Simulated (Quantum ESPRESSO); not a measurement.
A self-consistent single point of Sb (Im-3m, 1 atom in the cell) with Quantum ESPRESSO.

Method: LDA (PZ), GBRV 1.5 ultrasoft (LDA) pseudopotentials (plane waves; Quantum ESPRESSO 7.5).

The change in words: lattice scaled by 0.98; ecutrho: 200 Ry → 400 Ry. Reference geometry:
```yaml
crystal:
  lattice:
    - [-1.86198, 1.86198, 1.86198]
    - [1.86198, -1.86198, 1.86198]
    - [1.86198, 1.86198, -1.86198]
  atoms:
    - { symbol: Sb, position: [0.00000, 0.00000, 0.00000] }
```

Reference input (self-consistent single point, DFT, LDA (PZ), plane waves, GBRV 1.5 ultrasoft (LDA) pseudopotentials): ecutwfc = 40 Ry; ecutrho = 200 Ry; occupations = smearing; smearing = gaussian; degauss = 0.0073499 Ry; potentials = {Sb: sb_lda_v1.4.uspp.F.UPF}; K_POINTS = automatic 10 10 10 0 0 0; conv_thr = 1e-10 Ry. This run's input differs from it in these lines:

```diff
@@ -13,3 +13,3 @@
    ecutwfc = 40
-   ecutrho = 200
+   ecutrho = 400
    occupations = 'smearing'
@@ -24,5 +24,5 @@
 CELL_PARAMETERS angstrom
-  -1.8619830000     1.8619830000     1.8619830000
-   1.8619830000    -1.8619830000     1.8619830000
-   1.8619830000     1.8619830000    -1.8619830000
+  -1.8247430000     1.8247430000     1.8247430000
+   1.8247430000    -1.8247430000     1.8247430000
+   1.8247430000     1.8247430000    -1.8247430000
 ATOMIC_POSITIONS angstrom
```

Output, abridged:

```
     Self-consistent Calculation

     iteration #  1     ecut=    40.00 Ry     beta= 0.70

     total energy              =    -184.21275619 Ry
     estimated scf accuracy    <       0.97312912 Ry

     iteration #  2     ecut=    40.00 Ry     beta= 0.70

     total energy              =    -184.53368466 Ry
     estimated scf accuracy    <       0.09082783 Ry

     iteration #  3     ecut=    40.00 Ry     beta= 0.70

     total energy              =    -184.55152195 Ry
     estimated scf accuracy    <       0.00045217 Ry

   [... 3 blocks of this kind left out ...]

     iteration #  7     ecut=    40.00 Ry     beta= 0.70

     total energy              =    -184.55162065 Ry
     estimated scf accuracy    <          5.8E-10 Ry

     iteration #  8     ecut=    40.00 Ry     beta= 0.70
     End of self-consistent calculation

     the Fermi energy is    13.1770 ev

!    total energy              =    -184.55162065 Ry
     estimated scf accuracy    <          1.4E-12 Ry
     smearing contrib. (-TS)   =      -0.00047397 Ry
     internal energy E=F+TS    =    -184.55114668 Ry

     convergence has been achieved in   8 iterations

     Forces acting on atoms (cartesian axes, Ry/au):

     atom    1 type  1   force =     0.00000000    0.00000000    0.00000000

     Total force =     0.000000     Total SCF correction =     0.000000

          total   stress  (Ry/bohr**3)                   (kbar)     P=       47.35
   0.00032185  -0.00000000  -0.00000000           47.35       -0.00       -0.00
   0.00000000   0.00032185  -0.00000000            0.00       47.35       -0.00
  -0.00000000  -0.00000000   0.00032185           -0.00       -0.00       47.35

   JOB DONE.
```

The run converged in 8 iterations. Against the reference run the free energy rises by 21.3 meV/atom and the pressure goes from -0.08 to 4.73 GPa.

The starting cell comes from a database of computed structures (which also holds hypothetical and non-ambient phases and stackings), without a prior relaxation at this level. Its lattice was rescaled by up to half a per cent. For this run, on top of that: lattice scaled by 0.98.
